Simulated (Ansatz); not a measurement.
Take SnO (space group P4/nmm, No. 129; layered, stacked along the Cartesian z axis; relaxed with 0.1 eV smearing) as the base.

```
SnO
1.0
    3.76748     0.00000     0.00000
    0.00000     3.76748     0.00000
    0.00000     0.00000     4.55721
Sn O
2 2
Direct
  0.50000   0.00000   0.25376
  0.00000   0.50000   0.74624
  0.00000   0.00000   0.00000
  0.50000   0.50000   0.00000
```

Method: PBEsol-D3(BJ) in Ansatz (plane waves to 420 eV, PAW, no SOC), earlier PAW set.

Before the change:

The pressure is 0.0 GPa and the band gap comes out as zero.

One thing is altered: the cell is scaled by 1.0119 in all directions, atoms relaxed at fixed cell.

Task: Estimate the effect on the energy relative to the base, largest internal atomic displacement, pressure and band gap.

Result: The energy rises by 3.6 meV/atom; the largest internal atomic displacement is 0.026 Å; the pressure (mean of the normal stresses, compression positive) goes from zero to -1.9 GPa; the band gap stays zero.

The cells carry an imposed strain or load. No phonon test of stability was made. All final runs are without spin polarisation. The zero or small gap of SnO can change with the level of theory.

Ansatz is a program for electronic structure.
